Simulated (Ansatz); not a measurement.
Element substitutions in GaN

The reference is GaN in the zinc blende structure (space group F-43m, No. 216; a = 4.498 Å).

Each row replaces one element on all its sites; cell and atoms are relaxed.

Levels (all Ansatz, a program for electronic structure, PAW, earlier PAW set): PBEsol (420 eV, without spin-orbit coupling); r2SCAN (500 eV, no spin-orbit coupling); PBEsol+SOC (420 eV, with spin-orbit coupling); HSE06 (420 eV, scalar-relativistic without spin-orbit coupling); HSE06+SOC (420 eV, noncollinear with spin-orbit coupling).

Band gaps by level, all at the geometries relaxed with PBEsol:

```tsv
case	PBEsol	r2SCAN	PBEsol+SOC	HSE06	HSE06+SOC
base	1.70 eV	2.17 eV	1.70 eV	3.00 eV	2.99 eV
Ga → Al	3.19 eV	(withheld)	3.19 eV	4.55 eV	4.54 eV
N → Sb	zero	(withheld)	zero	–	–
Ga → B	4.29 eV	(withheld)	4.29 eV	5.79 eV	5.79 eV
```

Problem. What belongs in the blanks?

Solution. 
- Ga → Al, r2SCAN: 3.93 eV
- N → Sb, r2SCAN: 0.50 eV
- Ga → B, r2SCAN: 5.00 eV

Single points use the geometry relaxed with PBEsol. The hybrid gap comes from the SCF mesh plus the semilocal run's edge points and a few special points and is an upper bound. The spin-orbit shifts are approximate. Spin-orbit coupling, missing from the scalar runs, can matter with Sb. Whether these cells are dynamically stable was not tested. The runs without spin-orbit coupling are not spin-polarised. This is not the structure that AlN has at room temperature and ambient pressure. This is not the structure that GaN has at room temperature and ambient pressure. A zero or small gap of GaSb can be the functional's error rather than a property of the material.
